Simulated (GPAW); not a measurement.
Band structure of SiTe2 (P-3m1, 3 atoms in the cell).

```
CELL_PARAMETERS angstrom
      3.79211     0.00000     0.00000
     -1.89605     3.28406     0.00000
      0.00000     0.00000     7.06352
ATOMIC_POSITIONS crystal
  Si 0.00000 0.00000 0.00000
  Te 0.33333 0.66667 0.77341
  Te 0.66667 0.33333 0.22659
```

Computed with PBEsol, GPAW PAW datasets PBEsol (made by gpaw-setup) (plane waves; GPAW 25.7.0).

Settings: mode = pw; ecut = 550 eV; xc = PBEsol; kpts = 8 8 4; mesh shift (steps) = 0 0 0; occupations.name = methfessel-paxton; occupations.width = 0.272 eV; occupations.order = 0; nbands = -7; convergence.density = 1e-05 e/electron; convergence.energy = 1e-05 eV/electron; symmetry.symmorphic = false; symmetry.tolerance = 0.0005; maxiter = 100.

The starting cell comes from a database of computed structures (which also holds hypothetical and non-ambient phases and stackings), without a prior relaxation at this level. Its lattice was rescaled by a random factor within 2.5 % of one. Spin-orbit coupling is off. The run gives no clean gap (levels at the Fermi energy touch, overlap or are partly filled at this smearing), which alone does not show that the compound is a metal.

Levels in eV from the Fermi level, bands 5 to 12:
| point | 5 | 6 | 7 | 8 | 9 | 10 | 11 | 12 |
|---|---|---|---|---|---|---|---|---|
| Γ | -0.65 | -0.65 | -0.10 | -0.10 | 0.92 | 3.06 | 3.31 | 3.31 |
| M | -3.24 | -2.88 | -1.77 | -0.48 | -0.21 | 2.83 | 3.90 | 4.27 |
| K | -4.43 | -4.27 | -1.76 | -1.76 | 0.32 | 4.88 | 4.88 | 5.42 |
| A | -0.67 | -0.67 | -0.05 | -0.05 | 1.69 | 2.90 | 3.18 | 3.18 |
| L | -2.83 | -2.67 | -1.24 | -0.71 | -0.64 | 2.67 | 3.51 | 3.92 |
| H | -4.66 | -4.41 | -1.06 | -1.06 | 1.03 | 3.43 | 3.43 | 3.96 |

Bands cross the Fermi level along this path, so the cell is metallic at this level.
